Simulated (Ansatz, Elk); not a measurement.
An Elk input for a self-consistent single point of NaF (Fm-3m, 2 atoms in the cell) (DFT, PBE, all-electron FP-LAPW, Elk's shipped species files, LAPW+lo basis):

```
tasks
  0

xctype
  20

rgkmax
  8.0

gmaxvr
  16.0

nxoapwlo
  1

rmtscf
  0.97

stype
  3

swidth
  0.000734986

scale
  1.889726125

avec
    0.0000000000    2.2446580000    2.2446580000
    2.2446580000    0.0000000000    2.2446580000
    2.2446580000    2.2446580000    0.0000000000

sppath
  'species/'

atoms
  2   : nspecies
  'Na.in'   : spfname
  1   : natoms; atposl, bfcmt below
  0.0000000000  0.0000000000  0.0000000000    0.0 0.0 0.0
  'F.in'   : spfname
  1   : natoms; atposl, bfcmt below
  0.5000000000  0.5000000000  0.5000000000    0.0 0.0 0.0

ngridk
  6 6 6
```

### Question
Translate this input to Ansatz (a program for electronic structure).

### Answer
One input that does it (others would too):

Ansatz 0.2 input:
```yaml
# NaF
crystal:
  lattice:
    - [0.00000000, 2.24465800, 2.24465800]
    - [2.24465800, 0.00000000, 2.24465800]
    - [2.24465800, 2.24465800, 0.00000000]
  atoms:
    - { symbol: Na, position_ang: [0.00000000, 0.00000000, 0.00000000] }
    - { symbol: F, position_ang: [2.24465800, 2.24465800, 2.24465800] }
kpoints:
  mp_grid: { grid: [6, 6, 6] }
hamiltonian:
  xc: pbe
  pseudopotentials: { kind: paw }
scf:
  occupations: { method: fermi_dirac, width: 0.02 }
output:
  forces: true
  eigenvalues: true
  stress: true
```

Basis settings and potentials, where a program has them, do not carry over. This input uses DFT, PBE, plane waves, default PAW files. Both were run: gap on the mesh 6.885 eV in Elk and 6.865 in Ansatz.

On Ansatz: the starting cell comes from a database of computed structures (which also holds hypothetical and non-ambient phases and stackings), without a prior relaxation at this level. Its lattice was rescaled by a random factor within 2.5 % of one. For this run, on top of that: lattice scaled by 0.98. With a pressure of about 8 GPa the cell is away from its equilibrium volume at this level.

On Elk: the starting cell comes from a database of computed structures (which also holds hypothetical and non-ambient phases and stackings), without a prior relaxation at this level. Its lattice was rescaled by a random factor within 2.5 % of one. For this run, on top of that: lattice scaled by 0.98. Values depend on the basis (sphere radii, cutoffs, local orbitals), which need not be converged.
